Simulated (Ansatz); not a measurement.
Results of PBE (Ansatz, a program for electronic structure, plane waves, PAW) for AlB2-type HfB2.

Numerical settings: plane-wave cutoff 520 eV, 24×24×18 k mesh (along the axes of the cell as run), Fermi–Dirac smearing 0.088 eV (set by the program), scalar-relativistic PAW data made under PBE.

Computed at the level's own relaxed cell.

Hill averages of the elastic tensor: K = 248.9 GPa, G = 241.8 GPa. Volume 9.958 Å³/atom, mean atomic mass 66.704 u.

Work out the density, the sound velocities of a polycrystal and the elastic Debye temperature, and Pugh's ratio at this level.

ρ = 1.66054 × 66.704/9.958 = 11.123 g/cm³. v_l = √[(K + 4G/3)/ρ] = 7.167 km/s and v_t = √(G/ρ) = 4.662 km/s. The mean follows from 3/v_m³ = 1/v_l³ + 2/v_t³: v_m = 5.112 km/s. Θ_D = (ħ/k_B) v_m (6π²/V)^(1/3) = 76.38 K Å s/km × 5.112 × 1.8117 Å⁻¹ = 707 K, counting all atoms of the cell. K/G = 1.03, to be set beside Pugh's rough bound of 1.75 between brittle and ductile metals.
